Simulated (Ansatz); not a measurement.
Data:

```yaml
crystal:
  lattice:
    - [3.05485, 0.00000, 0.00000]
    - [1.52742, 2.64558, 0.00000]
    - [0.00000, 0.00000, 5.08621]
  atoms:
    - { symbol: Si, position: [0.33333, 0.33333, 0.00038] }
    - { symbol: Si, position: [0.66667, 0.66667, 0.50038] }
    - { symbol: C, position: [0.33333, 0.33333, 0.37462] }
    - { symbol: C, position: [0.66667, 0.66667, 0.87462] }
```

No spin polarisation.

Method: PBE/PAW in Ansatz (a program for electronic structure), no spin-orbit coupling. k-mesh 12×12×7 (Γ-centred); smearing 0.05 eV (Fermi–Dirac).

Estimate the electron mass.

0.27 mₑ out of plane, 0.43 mₑ in plane (at K).

What gap character does the calculation give?

Indirect, Γ → K.

The cells carry an imposed strain or load. Masses are band curvatures over ±0.01 Å⁻¹ around the edge. Stability against distortions was not tested. The cell was made from SiC in the wurtzite structure (space group P6_3mc, No. 186) by this change: biaxial strain −1.20 %, plane normal [001], relaxed out of plane.
